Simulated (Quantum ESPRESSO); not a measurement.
## Convergence test for PbO2 (Pnma, 12 atoms in the cell)

```xyz
12
Lattice="8.2847 0.0000 0.0000 0.0000 3.5497 0.0000 0.0000 0.0000 5.7450" Properties=species:S:1:pos:R:3 pbc="T T T"
Pb     1.3758     0.8874     0.7818
Pb     6.9089     2.6623     4.9632
Pb     2.7666     2.6623     3.6544
Pb     5.5181     0.8874     2.0907
O      3.2442     0.8874     2.2260
O      5.0405     2.6623     3.5190
O      0.8981     2.6623     5.0985
O      7.3865     0.8874     0.6465
O      1.1488     2.6623     2.1210
O      7.1359     0.8874     3.6241
O      2.9936     0.8874     4.9935
O      5.2911     2.6623     0.7516
```

Method: PBEsol, GBRV 1.5 ultrasoft (PBESOL) pseudopotentials (plane waves; Quantum ESPRESSO).

The starting cell comes from a database of computed structures (which also holds hypothetical and non-ambient phases and stackings), without a prior relaxation at this level. In the base run, with a pressure of about -6 GPa the cell is away from its equilibrium volume at this level. The run gives no clean gap (levels at the Fermi energy touch, overlap or are partly filled at this smearing), which alone does not show that the compound is a metal. Without a gap this mesh is coarse (it stands for a supercell whose shortest vector is 17 Å).

Held fixed: ecutwfc = 40 Ry; occupations = smearing; smearing = marzari-vanderbilt; degauss = 0.019992 Ry; potentials = {Pb: pb_pbesol_v1.uspp.F.UPF, O: o_pbesol_v1.2.uspp.F.UPF}; K_POINTS = automatic 2 5 3 0 0 0; conv_thr = 1e-11 Ry; mixing_beta = 0.7.

ΔF is the free energy per atom less that of the last row (480 Ry).

```json
[
 {"ecutrho": "80 Ry", "ΔF (meV/atom)": "-58.0", "pressure (GPa)": "-1.00", "largest force (eV/Å)": "0.227", "iterations": "14"},
 {"ecutrho": "120 Ry", "ΔF (meV/atom)": "-3.4", "pressure (GPa)": "-5.55", "largest force (eV/Å)": "0.171", "iterations": "12"},
 {"ecutrho": "160 Ry", "ΔF (meV/atom)": "-1.21", "pressure (GPa)": "-5.37", "largest force (eV/Å)": "0.167", "iterations": "12"},
 {"ecutrho": "200 Ry", "ΔF (meV/atom)": "-0.06", "pressure (GPa)": "-5.51", "largest force (eV/Å)": "0.164", "iterations": "12"},
 {"ecutrho": "240 Ry", "ΔF (meV/atom)": "-0.02", "pressure (GPa)": "-5.51", "largest force (eV/Å)": "0.164", "iterations": "12"},
 {"ecutrho": "320 Ry", "ΔF (meV/atom)": "0.00", "pressure (GPa)": "-5.52", "largest force (eV/Å)": "0.164", "iterations": "12"},
 {"ecutrho": "400 Ry", "ΔF (meV/atom)": "0.03", "pressure (GPa)": "-5.51", "largest force (eV/Å)": "0.164", "iterations": "12"},
 {"ecutrho": "480 Ry", "ΔF (meV/atom)": "0.00", "pressure (GPa)": "-5.51", "largest force (eV/Å)": "0.164", "iterations": "12"}
]
```

Largest force within 0.02 eV/Å of the last row: from ecutrho = 120 Ry on; the one before it is off by 0.063 eV/Å. The value it settles on is 0.164 eV/Å at this level of theory and with the other settings as held.

Energy within 1 meV/atom of the last row: from ecutrho = 200 Ry on; the one before it is off by 1.2 meV/atom.
